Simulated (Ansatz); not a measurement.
Take CdTe in the zinc blende structure (space group F-43m, No. 216; a = 6.489 Å) as the base.

Levels (all Ansatz, an electronic-structure program, PAW): PBEsol (420 eV, scalar-relativistic without spin-orbit coupling); HSE06+SOC (420 eV, noncollinear with spin-orbit coupling).

The geometry is relaxed with PBEsol.

| Quantity | Result |
|---|---|
| PBEsol valence-band top at Γ | 0.00, 0.00, 0.00 eV |
| PBEsol lowest conduction level above the VBM at special points | Γ 0.65 eV; L 1.73 eV; X 2.51 eV |

Task: Predict the valence-band top at Γ and lowest conduction level above the VBM at special points from HSE06+SOC.

Result: The valence-band top at Γ (three highest Kramers pairs, from the VBM) changes from 0.00, 0.00, 0.00 eV to 0.00, 0.00, -0.95 eV; the lowest conduction level above the VBM at special points changes from Γ 0.65 eV; L 1.73 eV; X 2.51 eV to Γ 1.32 eV; L 2.34 eV; X 2.98 eV. The threefold valence maximum splits by Δso ≈ 0.95 eV.

Single points use the geometry relaxed with PBEsol. The spin-orbit shifts are approximate. With Te present, leaving out spin-orbit coupling can change the band edges. The levels and masses belong to the bands next to the band gap. Whether these cells are dynamically stable was not tested.
